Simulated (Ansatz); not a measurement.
The reference is BeS in the zinc blende structure (space group F-43m, No. 216; a = 4.7964 Å). Axes: x, y, z lie along the cube axes.

Level of theory: LDA in Ansatz (plane waves to 420 eV, PAW, scalar-relativistic without spin-orbit coupling).

The change: an isotropic linear strain of −0.50 %; the atoms relax in the strained cell.

Q: Predict the stress tensor and what it implies for the stiffness.

A: Stress of the strained cell less that of the base (GPa, compression positive):
```
   1.58    0.00    0.00
   0.00    1.58    0.00
   0.00    0.00    1.58
```

Then B = −ΔP/(ΔV/V₀) with ΔV/V₀ = -0.0149 gives secant stiffness values (nonlinear terms included at this strain): B ≈ 106 GPa.

No phonon test of stability was made.

Ansatz is a quantum-chemistry and plane-wave program.
